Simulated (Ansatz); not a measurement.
Rutile MgC₂ (cell taken from a computed entry) was calculated with HSE06 (Ansatz, a program for electronic structure, plane waves, PAW).

Output (set-up and result lines):

```
WARN output.stress: scf.convergence.dr2_threshold = 1e-7 eV (the SCF's general default) is looser than the 6e-10 eV advised for a printed stress (1e-10 eV for …
WARN output.stress: scf.exx.energy_threshold = 1e-6 eV is looser than the 6e-8 eV advised for a stress under a hybrid functional (1e-8 eV for each atom of the …
Crystal: 6 atoms, lattice volume = 76.449 Å³
Basis set: ecut = 500 eV, 1945 PW (Γ), exchange–correlation on 60×60×72 points (8 copies of the dense FFT grid, shifted against one another)
Bands: 24, of which v1, the nominal top of the filled ones, is band 18 counted from 1 (17 counted from 0)
Symmetry: 16 space group operations
Space group: P42/mnm (ITA 136), of the structure as read, at distance tolerance 4.2e-5 Å
k-points: 30 of 144
SCF iter   1: F=—  HF=-4848.826778 eV  |F-HF|=—  |Δ(HF+E_count)|=         —  Δρ=2.30e-3  dr2=1.78e-3
SCF iter   2: F=-4848.834149 eV  HF=-4848.832264 eV  |F-HF|=1.88e-3  |Δ(HF+E_count)|=   5.49e-3  Δρ=1.06e-3  dr2=3.33e-4
Crystal: 6 atoms, lattice volume = 76.449 Å³
Initial density: handed on by an earlier stage of this run
  ...
Crystal: 6 atoms, lattice volume = 76.449 Å³
SCF iter   4: F=—  HF=-4849.491549 eV  |F-HF|=—  |Δ(HF+E_count)|=   2.25e-7  Δρ=3.14e-6  dr2=4.40e-9
SCF iter   5: F=-4849.491549 eV  HF=-4849.491549 eV  |F-HF|=6.46e-11  |Δ(HF+E_count)|=   3.44e-9  Δρ=6.06e-7  dr2=1.32e-10
SCF 3 converged in 5 iterations: F = -4849.491549 eV  dr2 = 1.32e-10
Free energy (F): -4849.491549 eV
Internal energy: -4849.491549 eV  (E = F + TS)
E sigma→0 (E₀):  -4849.491549 eV
Fermi energy:    5.071996 eV
--- Forces (eV/Å), atoms counted from 1 ---
  atom   1  Mg     0.00000000     0.00000000     0.00000000
  atom   2  Mg     0.00000000    -0.00000000     0.00000000
  atom   3  C      0.16064665     0.16064665     0.00000000
  atom   4  C     -0.16064665    -0.16064665     0.00000000
  atom   5  C     -0.16064665     0.16064665     0.00000000
  atom   6  C      0.16064665    -0.16064665     0.00000000
--- Stress (GPa, compression-positive) ---
       -0.883915       0.000000       0.000000
        0.000000      -0.883915       0.000000
        0.000000       0.000000       0.163031
  P = ⅓ Tr σ = -0.5349 GPa (-5.349 kbar)
```

Question: Write an input file that could have produced this run (the log leaves some choices open).

Answer: One answer among several that fit: 
Ansatz 0.2 input:
```yaml
crystal:
  lattice:
    - [3.9360716477, 0.0, 0.0]
    - [0.0, 3.9360716477, 0.0]
    - [0.0, 0.0, 4.9345186311]
  atoms:
    - { symbol: Mg, position: [0.5, 0.5, 0.0] }
    - { symbol: Mg, position: [0.0, 0.0, 0.5] }
    - { symbol: C, position: [0.8881640162, 0.8881640162, 0.0] }
    - { symbol: C, position: [0.1118359838, 0.1118359838, 0.0] }
    - { symbol: C, position: [0.6118359838, 0.3881640162, 0.5] }
    - { symbol: C, position: [0.3881640162, 0.6118359838, 0.5] }
kpoints:
  mp_grid: { grid: [6, 6, 4] }
hamiltonian:
  xc: hse06
  pseudopotentials: { kind: paw }
  dispersion: none
scf:
  occupations: { method: gaussian, width: 0.02 }
output:
  forces: true
  stress: true
  eigenvalues: true
basis:
  ecutwfc: 500
  ecutrho_ratio: 4
  xc_grid: 2
magnetization:
  spin_polarized: false
```

The PAW data were made under PBE.

Note: cell and atoms aren't relaxed at this level (largest force component 0.16 eV/Å, pressure -0.5 GPa).
